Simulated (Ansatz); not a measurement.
End structure of Al on the 1x1 (110) surface of rutile TiO2 (cut with top plane O), one in a 2x1 cell, started at the site 'over O at depth 1.2 Å':

Host crystal: rutile TiO2, with a band gap (PBE, scalar-relativistic without spin-orbit coupling).

```yaml
crystal:
  lattice:
    - [5.92763, 0.00000, 0.00000]
    - [0.00000, 6.56689, 0.00000]
    - [0.00000, 0.00000, 31.50000]
  atoms:
    - { symbol: O, position: [0.00000, 0.00000, 0.29869] }
    - { symbol: O, position: [0.50000, 0.00000, 0.29869] }
    - { symbol: O, position: [0.25000, 0.68846, 0.33664] }
    - { symbol: O, position: [0.75000, 0.68846, 0.33664] }
    - { symbol: O, position: [0.25000, 0.31154, 0.33664] }
    - { symbol: O, position: [0.75000, 0.31154, 0.33664] }
    - { symbol: Ti, position: [0.00000, 0.50000, 0.34831] }
    - { symbol: Ti, position: [0.50000, 0.50000, 0.34831] }
    - { symbol: Ti, position: [0.25000, 0.00000, 0.33246] }
    - { symbol: Ti, position: [0.75000, 0.00000, 0.33246] }
    - { symbol: O, position: [0.00000, 0.00000, 0.38055] }
    - { symbol: O, position: [0.50000, 0.00000, 0.38055] }
    - { symbol: O, position: [0.00000, 0.50000, 0.40535] }
    - { symbol: O, position: [0.50000, 0.50000, 0.40535] }
    - { symbol: O, position: [0.25000, 0.19592, 0.44574] }
    - { symbol: O, position: [0.75000, 0.19592, 0.44574] }
    - { symbol: O, position: [0.25000, 0.80408, 0.44574] }
    - { symbol: O, position: [0.75000, 0.80408, 0.44574] }
    - { symbol: Ti, position: [0.00000, 0.00000, 0.43812] }
    - { symbol: Ti, position: [0.50000, 0.00000, 0.43812] }
    - { symbol: Ti, position: [0.25000, 0.50000, 0.45163] }
    - { symbol: Ti, position: [0.75000, 0.50000, 0.45163] }
    - { symbol: O, position: [0.00000, 0.50000, 0.48751] }
    - { symbol: O, position: [0.50000, 0.50000, 0.48751] }
    - { symbol: O, position: [0.00162, 0.99638, 0.51200] }
    - { symbol: O, position: [0.49838, 0.99638, 0.51200] }
    - { symbol: O, position: [0.25000, 0.69400, 0.55488] }
    - { symbol: O, position: [0.75000, 0.69349, 0.55330] }
    - { symbol: O, position: [0.25000, 0.30233, 0.55291] }
    - { symbol: O, position: [0.75000, 0.30200, 0.55164] }
    - { symbol: Ti, position: [0.99806, 0.49686, 0.55698] }
    - { symbol: Ti, position: [0.50194, 0.49686, 0.55698] }
    - { symbol: Ti, position: [0.25000, 0.99865, 0.54834] }
    - { symbol: Ti, position: [0.75000, 0.99839, 0.54739] }
    - { symbol: O, position: [0.99704, 0.00306, 0.59453] }
    - { symbol: O, position: [0.50296, 0.00306, 0.59453] }
    - { symbol: O, position: [0.98891, 0.48719, 0.61872] }
    - { symbol: O, position: [0.51109, 0.48719, 0.61872] }
    - { symbol: O, position: [0.25000, 0.17162, 0.67264] }
    - { symbol: O, position: [0.75000, 0.18539, 0.66777] }
    - { symbol: O, position: [0.25000, 0.80321, 0.66022] }
    - { symbol: O, position: [0.75000, 0.79422, 0.66542] }
    - { symbol: Ti, position: [0.98688, 0.99137, 0.65149] }
    - { symbol: Ti, position: [0.51312, 0.99137, 0.65149] }
    - { symbol: Ti, position: [0.25000, 0.52753, 0.65221] }
    - { symbol: Ti, position: [0.75000, 0.48371, 0.66867] }
    - { symbol: O, position: [0.02267, 0.47989, 0.70178] }
    - { symbol: O, position: [0.47733, 0.47989, 0.70178] }
    - { symbol: Al, position: [0.25000, 0.31898, 0.72282] }
```

Slab: 49 atoms, 12.7 Å thick at the start under the adsorbate; k 4x3x1, smearing 0.01 eV, dipole-corrected; 24 atoms held, the rest relaxed; start symmetry kept, larger cells not searched; spin-polarised, ending with about 0.8 μB a cell, a value that depends on the mesh; orders that need a larger cell were not tried, no spin-orbit, no U, no dispersion correction. The slab shows no gap over 0.04 eV on its mesh. At the end it is bonded to 3 O + Ti. In PBE it is, or lies within 0.03 eV of, the lowest of the starts that converged.

A negative adsorption energy means that the adsorbate is more stable on the surface than in its reference.

Give the change of the step from the bottom to the top vacuum level, against the clean slab at the level PBE (Ansatz, a quantum-chemistry and plane-wave program).

-1.14 eV

Give the adsorption energy against an atom of fcc Al at the level PBE.

0.49 eV
